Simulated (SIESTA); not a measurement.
# Worked example: self-consistent single point of HfAu2 (I4/mmm, 3 atoms in the cell) in SIESTA

Level of theory: LDA PW92, numerical atomic orbitals TZP, PseudoDojo LDA standard norm-conserving potentials (rewritten from UPF to PSML) in SIESTA 5.4.2.

Input:

```
# files in the folder: Hf.psml Au.psml (PseudoDojo LDA standard)
SystemName  HfAu2
SystemLabel HfAu2

NumberOfAtoms                3
NumberOfSpecies              2
%block ChemicalSpeciesLabel
  1 72 Hf
  2 79 Au
%endblock ChemicalSpeciesLabel
LatticeConstant              1.0 Ang
%block LatticeVectors
    -1.730129000    1.730129000    4.251313000
     1.730129000   -1.730129000    4.251313000
     1.730129000    1.730129000   -4.251313000
%endblock LatticeVectors
AtomicCoordinatesFormat      ScaledCartesian
%block AtomicCoordinatesAndAtomicSpecies
     0.000000000    0.000000000    0.000000000  1
    -0.000000000    0.000000000    5.674227461  2
     0.000000000   -0.000000000    2.828398539  2
%endblock AtomicCoordinatesAndAtomicSpecies

XC.functional                LDA
XC.authors                   PW92
PAO.BasisSize                TZP
PAO.EnergyShift              0.01 Ry
MeshCutoff                   400 Ry
%block kgrid.MonkhorstPack
   11   0   0  0.0
    0  11   0  0.0
    0   0  11  0.0
%endblock kgrid.MonkhorstPack
OccupationFunction           FD
ElectronicTemperature        1160.45 K

MaxSCFIterations             150
SCF.Mixer.Method             Pulay
SCF.Mixer.Weight             0.2
SCF.Mixer.History            6
SCF.DM.Tolerance             1.0E-05
Diag.ParallelOverK           true
WriteForces                  true
```

Log, with long lists cut:

```
reinit: Reading from file input.fdf

reinit: System Name: HfAu2
reinit: System Label: HfAu2

coor:   Atomic-coordinates input format  =     Cartesian coordinates
coor:                                          (in units of alat)

siesta: Atomic coordinates (Bohr) and species
siesta:      0.00000   0.00000   0.00000  1        1
siesta:     -0.00000   0.00000  10.72274  2        2
siesta:      0.00000  -0.00000   5.34490  2        3

siesta: System type = bulk

initatomlists: Number of atoms, orbitals, and projectors:      3    75    82

siesta: ******************** Simulation parameters ****************************
redata: Spin configuration                          = none
redata: Time-Reversal Symmetry                      = T
redata: Number of Atomic Species                    =        2
redata: Mesh Cutoff                                 =   400.0000 Ry
redata: Net charge of the system                    =     0.0000 |e|
redata: Min. number of SCF Iter                     =        0
redata: Max. number of SCF Iter                     =      150
redata: SCF convergence failure will abort job
redata: SCF mix quantity                            = Hamiltonian
redata: Mix DM or H after convergence               =   F
redata: Recompute H after scf cycle                 =   F
redata: Mix DM in first SCF step                    =   T
redata: No kicks to SCF
redata: DM Mixing Weight for Kicks                  =     0.5000
redata: Require Harris convergence for SCF          =   F
redata: Harris energy tolerance for SCF             =     0.000100 eV
redata: Require DM convergence for SCF              =   T
redata: DM tolerance for SCF                        =     0.000010
redata: Require EDM convergence for SCF             =   F
redata: EDM tolerance for SCF                       =     0.001000 eV
redata: Require H convergence for SCF               =   T
redata: Hamiltonian tolerance for SCF               =     0.001000 eV
redata: Require (free) Energy convergence for SCF   =   F
redata: (free) Energy tolerance for SCF             =     0.000100 eV
redata: Using DFT-D3 dispersion                     =   F
redata: Using Saved Data (generic)                  =   F
redata: Method of Calculation                       = Diagonalization
redata: Electronic Temperature                      =  1160.4500 K
redata: Number of TDED substeps                     =        3
redata: Dynamics option                             = Single-point calculation
redata: Save all siesta data in one NC              =   F
redata: ***********************************************************************

%block SCF.Mixers
  Pulay
%endblock SCF.Mixers

%block SCF.Mixer.Pulay
  # Mixing method
  method pulay
  variant stable

  # Mixing options
  weight 0.2000
  weight.linear 0.2000
  history 6
%endblock SCF.Mixer.Pulay

DM_history_depth set to one: no extrapolation allowed by default for geometry relaxation
Size of DM history Fstack: 1
Total number of electrons:    50.000000
Total ionic charge:    50.000000

* ProcessorY, Blocksize:    1  64

* Orbital distribution balance (max,min):    75    75

 Kpoints in:          726 . Kpoints trimmed:          666

siesta: k-grid: Number of k-points = 666
siesta: k-points from Monkhorst-Pack grid
siesta: k-cutoff (effective) =    19.031 Ang
siesta: k-point supercell and displacements
siesta: k-grid:    11     0     0      0.000
siesta: k-grid:     0    11     0      0.000
siesta: k-grid:     0     0    11      0.000

diag: Algorithm                                     = D&C
diag: Parallel over k                               =   F
diag: Use parallel 2D distribution                  =   F
diag: Parallel block-size                           = 64
diag: Parallel distribution                         =     1 x     1
diag: Used triangular part                          = Lower
diag: Absolute tolerance                            =  0.100E-15
diag: Orthogonalization factor                      =  0.100E-05
diag: Memory factor                                 =  1.0000

superc: Internal auxiliary supercell:     7 x     7 x     9  =     441
superc: Number of atoms, orbitals, and projectors:   1323  33075  36162

                        Single-point calculation

superc: Internal auxiliary supercell:     7 x     7 x     9  =     441
superc: Number of atoms, orbitals, and projectors:   1323  33075  36162

outcell: Unit cell vectors (Ang):
       -1.730129    1.730129    4.251313
        1.730129   -1.730129    4.251313
        1.730129    1.730129   -4.251313

outcell: Cell vector modules (Ang)   :    4.905136    4.905136    4.905136
outcell: Cell angles (23,13,12) (deg):    138.6927    138.6927     59.8437
outcell: Cell volume (Ang**3)        :     50.9026
new_DM -- step:     1
Initializing Density Matrix...

Attempting to read DM from file... Failed...
DM filled with atomic data:

InitMesh: MESH = 50 x 50 x 36 = 90000
InitMesh: Mesh cutoff (required, used) =   400.000   439.966 Ry

stepf: Fermi-Dirac step function

        iscf     Eharris(eV)        E_KS(eV)     FreeEng(eV)     dDmax    Ef(eV) dHmax(eV)
   scf:    1    -9484.449876    -9541.259422    -9541.288883  2.191460 -0.178055 20.840623
   scf:    2    -9573.022469    -9563.697256    -9563.733981  0.818471 -0.379890  4.863667
   scf:    3    -9565.660142    -9564.796722    -9564.836884  0.157420 -0.686136  3.318709
   scf:    4    -9565.466068    -9565.239761    -9565.284169  0.163765 -1.194838  0.413880
   scf:    5    -9565.210799    -9565.237730    -9565.282191  0.018624 -1.240577  0.402228
   scf:    6    -9565.253940    -9565.249016    -9565.293541  0.010301 -1.222961  0.047647
   scf:    7    -9565.247673    -9565.248773    -9565.293368  0.005555 -1.222691  0.075497
   scf:    8    -9565.249382    -9565.249197    -9565.293766  0.002174 -1.225107  0.007208
   scf:    9    -9565.249211    -9565.249207    -9565.293769  0.000445 -1.225949  0.003957
   scf:   10    -9565.249208    -9565.249208    -9565.293770  0.000093 -1.225707  0.000098
   scf:   11    -9565.249208    -9565.249208    -9565.293770  0.000002 -1.225703  0.000026

SCF Convergence by DM+H criterion
max |DM_out - DM_in|         :     0.0000022703
max |H_out - H_in|      (eV) :     0.0000258722
SCF cycle converged after 11 iterations

Using DM_out to compute the final energy and forces

siesta: E_KS(eV) =            -9565.2492

siesta: E_KS - E_eggbox =     -9565.2492

siesta: Atomic forces (eV/Ang):
     1    0.000000   -0.000000    0.000000
     2   -0.002052   -0.002052    0.042921
     3    0.002052    0.002052   -0.042921
   Tot    0.000000    0.000000   -0.000000
   Max    0.042921
   Res    0.020279    sqrt( Sum f_i^2 / 3N )
   Max    0.042921    constrained

Stress tensor Voigt[x,y,z,yz,xz,xy] (kbar):       -4.48       -4.48      -28.88       -0.05       -0.05        0.12
(Free)E + p*V (eV/cell)    -9564.8931
Target enthalpy (eV/cell)    -9565.2938

siesta: Program's energy decomposition (eV):
siesta: Ebs     =     -1655.574950
siesta: Eions   =     12048.635835
siesta: Ena     =      1232.136095
siesta: Ekin    =      2695.686202
siesta: Enl     =       193.505136
siesta: Eso     =         0.000000
siesta: Edftu   =         0.000000
siesta: DEna    =       110.919942
siesta: DUscf   =         4.628936
siesta: DUext   =         0.000000
siesta: Ex      =     -1609.618270
siesta: Ec      =      -143.871415
siesta: Exc     =     -1753.489685
siesta: Eharris =     -9565.249208
siesta: Etot    =     -9565.249208
siesta: FreeEng =     -9565.293770

siesta: Atomic forces (eV/Ang):
siesta:      1    0.000000   -0.000000    0.000000
siesta:      2   -0.002052   -0.002052    0.042921
siesta:      3    0.002052    0.002052   -0.042921
siesta: ----------------------------------------
siesta:    Tot    0.000000    0.000000   -0.000000

siesta: Stress tensor (static) (eV/Ang**3):
siesta:    -0.002794    0.000078   -0.000029
siesta:     0.000078   -0.002794   -0.000029
siesta:    -0.000029   -0.000029   -0.018023

siesta: Cell volume =         50.902609 Ang**3

siesta: Pressure (static):
siesta:                Solid            Molecule  Units
siesta:           0.00008572          0.00007701  Ry/Bohr**3
siesta:           0.00787050          0.00707063  eV/Ang**3
siesta:          12.60993111         11.32839827  kBar
```

The run converged in 11 iterations.

The starting cell comes from a database of computed structures (which also holds hypothetical and non-ambient phases and stackings), without a prior relaxation at this level. Its lattice was rescaled by a random factor within 2.5 % of one. Values carry the incompleteness of an atom-centred basis.

Cost on one core of a shared machine: roughly 4 min.
